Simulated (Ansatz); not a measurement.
Ansatz (a program for electronic structure) run on SiC (F-43m, 2 atoms in the cell): self-consistent single point

Method: PBE (plane waves, PAW; Ansatz).

The input file:

Ansatz 0.2 input:
```yaml
crystal:
  lattice:
    - [0.00000000, 2.18000000, 2.18000000]
    - [2.18000000, 0.00000000, 2.18000000]
    - [2.18000000, 2.18000000, 0.00000000]
  atoms:
    - { symbol: Si, position: [0.00000000, 0.00000000, 0.00000000] }
    - { symbol: C, position: [0.25000000, 0.25000000, 0.25000000] }
kpoints:
  mp_grid: { grid: [10, 10, 10] }
hamiltonian:
  xc: pbe
  pseudopotentials: { kind: paw }
scf:
  occupations: { method: fermi_dirac, width: 0.02 eV }
output:
  forces: true
  eigenvalues: true
  stress: true
```

The program printed (abridged):

```
WARN basis.ecutwfc = 420 eV, the default
WARN ansatz: RAYON_NUM_THREADS=1 ignored (pool sized by the plan → 1); use --threads N
Pseudopotentials: kind: paw
Pseudopotential: Si, paw, valence charge 4
Pseudopotential: C, paw, valence charge 4
Crystal: 2 atoms, lattice volume = 20.720 Å³
Basis set: ecut = 420 eV, 411 PW (Γ), exchange–correlation on 48×48×48 points (8 copies of the dense FFT grid, shifted against one another)
Bands: 8, of which v1, the nominal top of the filled ones, is band 4 counted from 1 (3 counted from 0)
Symmetry: 24 space group operations
Space group: F-43m (ITA 216), of the structure as read, at distance tolerance 2.7e-5 Å
k-points: 47 of 1000 (time reversal used)
Initial density: superposition of atomic densities (neutral atoms: chi_scale 0, normalization atom), corrected by the library's trained network
Initial wavefunctions: pseudopotential atomic-orbital guess
Eigensolver: davidson
Functional: x = pbe(κ = 0.804, μ = 0.2195149727645171), c = pbe(β = 0.06672455060314922)
SCF iter   1: F=—  HF=-887.157543 eV  |F-HF|=—  |Δ(HF+E_count)|=         —  Δρ=2.27e-3  dr2=1.11e-3  ethr=1.77e-3  ⟨swp⟩=6.1  Hψ=3158  notcnv=0
all-band conjugate gradients solve this SCF's bands
preconditioner: auto → none
SCF iter   2: F=—  HF=-887.157522 eV  |F-HF|=—  |Δ(HF+E_count)|=   2.03e-5  Δρ=8.47e-4  dr2=9.40e-5  ethr=1.38e-5  ⟨swp⟩=2.5  Hψ=1068  notcnv=0
SCF iter   3: F=—  HF=-887.157533 eV  |F-HF|=—  |Δ(HF+E_count)|=   1.07e-5  Δρ=3.60e-4  dr2=6.56e-6  ethr=1.18e-6  ⟨swp⟩=2.7  Hψ=559  notcnv=0
SCF iter   4: F=—  HF=-887.157560 eV  |F-HF|=—  |Δ(HF+E_count)|=   2.66e-5  Δρ=4.19e-5  dr2=3.13e-7  ethr=8.20e-8  ⟨swp⟩=2.1  Hψ=549  notcnv=0
iter 5 did not close the SCF: its close was put off for the readings that it lacked (scf_convergence_deferred on its scf_iter line)
SCF iter   5: F=-887.157560 eV  HF=-887.157560 eV  |F-HF|=1.85e-9  |Δ(HF+E_count)|=   1.57e-7  Δρ=2.96e-6  dr2=7.74e-10  ethr=3.92e-9  ⟨swp⟩=2.2  Hψ=551  notcnv=0
SCF iter   6: F=-887.157560 eV  HF=-887.157560 eV  |F-HF|=3.30e-11  |Δ(HF+E_count)|=   2.70e-9  Δρ=3.30e-7  dr2=1.03e-11  ethr=9.67e-12  ⟨swp⟩=1.6  Hψ=1129  notcnv=0
SCF 1 converged in 6 iterations: F = -887.157560 eV  dr2 = 1.03e-11
SCF converged after 6 iterations
Free energy (F): -887.157560 eV
Harris-Foulkes:  -887.157560 eV  (|F-HF|=3.30e-11)
Internal energy: -887.157560 eV  (E = F + TS)
E sigma→0 (E₀):  -887.157560 eV
Fermi energy:    10.143392 eV
--- Per-component energies (eV) ---
  E_band       = 28.584770
  E_kinetic    = 135.648604
  E_local      = -104.492576  (includes V_loc(G=0)·N_el)
  E_nonlocal   = 51.832280
  E_hartree    = 32.070935
  E_xc         = -105.478538
  E_vxc        = -109.337713  (∫ρ·V_xc dr)
  E_paw        = -612.085129  (= ΣΔE_a)
  E_vpaw       = -9.207693  (= ΣTr[D̂ρ^β])
  E_aug_tail   = 0.000011  (compensation charges beyond the density's cutoff)
  E_ewald      = -284.653145
  E_smearing   = -0.000000  (= −TS)
  E_closure    = 0.000000  (closes the sum)
  Σ components = -887.157560   (vs F -887.157560, Δ=0.00e0)
--- Forces (eV/Å), atoms counted from 1 ---
  atom   1  Si     0.00000000     0.00000000     0.00000000
  atom   2  C     -0.00000000     0.00000000     0.00000000
  max |Σ_I F_I| component: 7.40e-17 eV/Å
--- Stress (GPa, compression-positive) ---
        2.961138      -0.000000      -0.000000
       -0.000000       2.961138       0.000000
       -0.000000       0.000000       2.961138
  P = ⅓ Tr σ = 2.9611 GPa (29.611 kbar)
  The stress holds the Pulay correction. Without it, at fixed plane waves, as pw.x and ABINIT print it: P = 2.6748 GPa
--- Band table (eV; the first three rows and the last of 47) ---
  k-point 0: bands = ["-5.9308", "9.4623", "9.4623", "9.4623", "15.6599", "16.7624", "16.7624", "16.7624"]
  k-point 1: bands = ["-5.7356", "8.4540", "9.3287", "9.3287", "15.9293", "17.0049", "17.0049", "17.0294"]
  k-point 2: bands = ["-5.1587", "6.3356", "9.0220", "9.0220", "15.6479", "17.3634", "17.3634", "18.2226"]
  k-point 46: bands = ["-0.7124", "2.3293", "4.6739", "4.8962", "14.1450", "17.5097", "19.4765", "20.6503"]
```

The run converged in 6 iterations.

The starting cell has typed, rounded lattice constants, without a prior relaxation at this level. Ansatz's pressure includes its estimate of the finite-basis (Pulay) stress.
